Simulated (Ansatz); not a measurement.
An Ansatz (a program for electronic structure) input (Ansatz, r2SCAN, PAW, cutoff 500 eV, spin-orbit coupling left out):

Ansatz 0.2 input:
```yaml
crystal:
  lattice:
    - [0, 2.8246051074, 2.8246051074]
    - [2.8246051074, 0, 2.8246051074]
    - [2.8246051074, 2.8246051074, 0]
  atoms:
    - { symbol: Mo, position: [0, 0, 0] }
    - { symbol: Mo, position: [0.25, 0.25, 0.25] }
basis: { ecutwfc: 500, ecutrho_ratio: 4, xc_grid: 4, fft_grid_basis: typed }
kpoints: { mp_grid: { grid: [14, 14, 14] } }
hamiltonian:
  xc: r2scan
  dispersion: none
  pseudopotentials: { kind: paw }
scf: { occupations: { method: fermi_dirac, width: 0.05 }, convergence: { dr2_threshold: 0.0000000002 } }
output: { forces: true, stress: true }
checkpoint: { write: state.ck, write_every: 1000 }
```

### Question
Which symmetry and how many k-points will the program report, and about how many plane waves at Γ?

### Answer
Space group Fd-3m (ITA 227) with 48 operations, k-points 104 of 2744, and 1139 plane waves at Γ.

Stability against distortions was not tested. All final runs are without spin polarisation. The cell was made from C by this change: C → Mo; the result is a hypothetical phase, not in the database extracts checked.
